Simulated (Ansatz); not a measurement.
**Defect calculation: P interstitial in chalcopyrite ZnGeP2**

Level of theory: PBE, PAW (plane waves to 420 eV; Ansatz, a program for electronic structure). A supercell of 64 sites (2×2×1 repeats of a cell of 16 atoms) was used; the energies come from a 2×2×2 shifted sampling of its zone. Site at the start: void with 4P nearest. Energies of charged states are corrected for periodic images (point charge plus alignment at distant sites). Dielectric constants: PBE linear response of the host. Host gap at this level: 1.14 eV. These values are not converged in cell size to better than tenths of an eV. PBE underestimates the host's gap, which shifts levels and can delocalise carriers. Spin–orbit coupling is left out. Each state is the lowest found from its start.

The name describes the start; the neighbours show where the atoms ended.

Charges with a result: +2, +1, 0, −1, −2. Others weren't obtained, and one of them could lie lower, also by skipping a charge.

```
charge         moment (μB)  largest move off a lattice site (Å)  neighbours of the last P atom of the defect at the end (Å)  image correction with alignment (eV)
------  ------------------  -----------------------------------  ----------------------------------------------------------  ------------------------------------
+2*               quenched                                 0.63                    P 2.06, Ge 2.35, Zn 2.52, P 2.73, P 2.79                                     –
+1†     not spin-polarised                                 0.25                              P 2.26, P 2.26, P 2.33, P 2.34                                  0.28
0*                quenched                                 0.29                              P 2.25, P 2.25, P 2.31, P 2.31                                     –
−1      not spin-polarised                                 1.18           P 2.15, Ge 2.27, Zn 2.31, P 2.97, Ge 3.02, P 3.05                                 -0.03
−2*               quenched                                 1.18           P 2.15, Ge 2.27, Zn 2.31, P 2.98, Ge 3.03, P 3.04                                     –
```

* At this level the carrier isn't localised at the defect: at charge +2 holes occupy the valence band; at charge 0 electrons occupy the conduction band; at charge −2 electrons occupy the conduction band. Such a state is shallow or no state of the defect, and this cell gives it no level.

† Not settled in this cell, so no level is given: charge +1: carriers not clearly localised.

Starting moments that weren't kept: charge +2 began with 1 μB and ended with 0.0; charge 0 began with 1 μB and ended with 0.0; charge −2 began with 1 μB and ended with 0.0.

Flagged in the runs: a doubtful potential alignment, a host whose relaxation on this sampling wasn't shown to rest, a strain field that reaches the edge of the cell.
